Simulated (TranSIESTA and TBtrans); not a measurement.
Na chain with one bond stretched by 2.0 Å

Device: Na chain with one bond stretched by 2.0 Å. Leads: straight Na chain, spacing 3.3 Å. Geometry: as built, not relaxed.

Method: TranSIESTA and TBtrans, PBE, DZP numerical orbitals (energy shift 0.15 eV), PseudoDojo norm-conserving scalar-relativistic potentials, mesh cutoff 200 Ry, 300 K, no spin polarisation, no spin-orbit coupling; self-consistent non-equilibrium Green functions.

```
Property                           Value
---------------------------------  -----
Conductance at 300 K (G0 = 2e²/h)   0.50
Thermopower (μV/K)                  -2.8
Mean T from −0.5 to 0.5 eV          0.46
```

Energies count from the leads' Fermi level. Transmissions are for one spin of a degenerate pair. The energy step is 0.01 eV; narrower resonances are cut or missed.

```csv
E (eV),T,lead channels
-2.00,0,0
-1.90,0,0
-1.80,0,0
-1.70,0,0
-1.60,0,0
-1.50,0,0
-1.40,0,0
-1.30,0,0
-1.20,0,0
-1.10,0,0
-1.00,0,0
-0.90,0,0
-0.80,0.052,1
-0.70,0.098,1
-0.60,0.15,1
-0.50,0.22,1
-0.40,0.29,1
-0.30,0.37,1
-0.20,0.44,1
-0.10,0.48,1
0.00,0.51,1
0.10,0.52,1
0.20,0.53,1
0.30,0.53,1
0.40,0.54,1
0.50,0.55,1
0.60,0.57,1
0.70,0.60,1
0.80,0.63,1
0.90,0.67,1
1.00,0.72,1
1.10,0.76,1
1.20,0.81,1
1.30,0.85,1
1.40,0.90,1
1.50,0.93,1
1.60,0.97,1
1.70,0.99,1
1.80,1.00,1
1.90,1.14,3
2.00,1.21,3
```

The straight chain is held at its spacing; free chains may zigzag or dimerise. No spin-polarised start was tried, so a magnetic state, if there is one, is missed.
